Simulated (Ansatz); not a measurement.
Levels about the gap of amorphous Si$_{24}$O$_{59}$P$_{4}$Na$_{2}$ (89 atoms in a cell of 1315 Å³, 2.26 g/cm³; zone centre alone, so wide bands show as single levels with stretches between that a denser mesh fills), at the geometry that PBE relaxed, where it gives 0.0 GPa on a denser mesh. Exact exchange is cut at the faces of this small cell, which leaves a finite-size error. The participation number counts the atoms over which a state spreads; weights are charges in smoothed Voronoi cells. The levels come from a single point, so bond lengths are those of that geometry. Method of the levels: HSE06, scalar-relativistic without spin-orbit coupling (Ansatz, a program for electronic structure). Sampling: the zone centre alone; Fermi-Dirac width 0.01 eV; collinear spin, started from moments on atoms (the moments died out). At PBE the levels at the filled edge of the gap are localised (band-tail or defect states), and the nearest spread-out levels lie 5.2 eV apart at the zone centre.

It comes from a melt-quench run on a machine-learned potential (CHGNet), relaxed afterwards by DFT. O atoms were pushed apart under 1.9 Å during the dynamics, to hinder bonds among them. The hot cell started wider than the set density and was brought back towards it in steps. It is the lowest in DFT energy of 2 quenches. It is a model cell: composition and starting density were chosen by hand, and all elements were melted together. No dispersion term was used. Its density started from a set value of 2.23 and ended at 2.26 g/cm³. The simulated quench (nominally 480 K/ps over its main leg) is rapid and tends to freeze in more defects than a deposited or slowly cooled glass has. A cell of this size samples the disorder only roughly. The volume was free in the relaxation, at fixed shape. Stress components on the final sampling reach 1.8 GPa.

```tsv
E - E(highest filled), eV	filling	spin	participation number	largest on	weight O	weight Si	weight Na	weight P
-0.81	filled	up	5.9	O, 2 neighbours	0.96	0.03	0.00	0.01
-0.64	filled	up	4.9	O, 2 neighbours	0.94	0.01	0.01	0.04
-0.64	filled	dn	4.9	O, 2 neighbours	0.94	0.01	0.01	0.04
-0.38	filled	up	3.5	O, 2 neighbours	0.95	0.01	0.01	0.03
-0.38	filled	dn	3.5	O, 2 neighbours	0.95	0.01	0.01	0.03
0.00	filled	up	2.6	O, 2 neighbours	0.96	0.01	0.01	0.03
0.00	filled	dn	2.6	O, 2 neighbours	0.96	0.01	0.01	0.03
5.52	empty	dn	58.7	O, 2 neighbours	0.67	0.27	0.05	0.02
5.52	empty	up	58.7	O, 2 neighbours	0.67	0.27	0.05	0.02
6.84	empty	up	30.9	Si, 4 neighbours	0.59	0.38	0.02	0.01
6.84	empty	dn	30.9	Si, 4 neighbours	0.59	0.38	0.02	0.01
6.99	empty	up	39.4	Si, 4 neighbours	0.66	0.30	0.02	0.02
6.99	empty	dn	39.4	Si, 4 neighbours	0.66	0.30	0.02	0.02
7.20	empty	dn	37.8	O, 2 neighbours	0.61	0.34	0.04	0.01
```

Most localised among these is the filled level at +0.00 eV, on a O atom, which has 2 neighbours (P 1.50 Å, Na 2.23 Å).
